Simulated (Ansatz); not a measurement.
Effect of biaxial strain −0.23 %, plane normal [001], relaxed out of plane on BN

Take BN in the zinc blende structure (space group F-43m, No. 216; a = 3.605 Å) as the base. Axes: x, y, z lie along the cube axes.

The change: biaxial strain −0.23 %, plane normal [001], relaxed out of plane (Cartesian); in-plane vectors clamped, the third vector and the atoms free.

The values are results of Kohn–Sham DFT with the PBEsol functional, run in Ansatz (an electronic-structure program) with PAW and 420 eV plane waves, spin-orbit coupling left out, earlier PAW set, not measurements. k-mesh 16×16×16 (Γ-centred); smearing 0.05 eV (Fermi–Dirac).

| quantity | base | changed | shift |
|---|---|---|---|
| energy relative to the base (free energy F) | 0 meV/atom | +0.2 meV/atom | +0.2 meV/atom |
| pressure (mean of the normal stresses, compression positive) | -0.1 kbar | 13.7 kbar | +13.8 kbar |
| band gap | 4.29 eV | 4.27 eV | -0.027 eV |
| gap character | – | indirect, Γ → X | – |
| smallest direct gap | 8.80 eV | 8.80 eV | 0.00 eV |
| electron mass | 0.89 mₑ along k, 0.29 mₑ across (at X) | 0.88 mₑ along k, 0.29 mₑ across (at X) | – |
| valence-band top at Γ (three highest levels, from the VBM) | 0.00, 0.00, 0.00 eV | 0.00, 0.00, -0.03 eV | – |
| valley order (the lowest conduction-band minima on the path, energy above the VBM, named in the base's zone) | X along ⟨100⟩ 4.29 eV | X along [010] 4.27 eV; X along [001] 4.33 eV | – |
| out-of-plane strain | – | +0.10 % | – |

Final structure (turned so that z lies along the plane normal):

```
BN
1.0
    2.54334     0.00000     0.00000
    0.00000     2.54334     0.00000
    1.27167    -1.27167     1.80443
N B
1 1
Direct
  0.25000   0.25000   0.50000
  0.00000   0.00000   0.00000
```

Effective masses come from finite differences of ±0.01 Å⁻¹. Along k means along the line from Γ to the band edge. No phonon test of stability was made. Labels are those of the standard path for the cell's own space group.
